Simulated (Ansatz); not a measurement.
Input:

```xyz
5
Lattice="4.1770 0.0000 0.0000 0.0000 4.1770 0.0000 0.0000 0.0000 4.1770" Properties=species:S:1:pos:R:3 pbc="T T T"
K      0.0000     0.0000     0.0000
Zn     2.0885     2.0885     2.0885
F      2.0885     0.0000     2.0885
F      0.0000     2.0885     2.0885
F      2.0885     2.0885     0.0000
```

No spin polarisation.

All numbers come from Ansatz (a quantum-chemistry and plane-wave program), PBE, PAW, cutoff 420 eV, no spin-orbit coupling. Settings: 8×8×8 k-points, 0.05 eV Fermi–Dirac smearing.

Predict the electron mass, hole mass and smallest direct gap.

The electron mass is 0.44 mₑ (at Γ). The hole mass (degenerate bands, along [100]) is 0.42, 1.5 mₑ (at R). The smallest direct gap is 4.94 eV.

The cells carry an imposed strain or load. Effective masses come from finite differences of ±0.01 Å⁻¹. Stability against distortions was not tested. The cell was made from KZnF3 in the cubic perovskite structure (space group Pm-3m, No. 221) by this change: isotropic strain +1.20 %. Many cubic perovskites are stable only at high temperature; tilts and polar distortions were not tested.
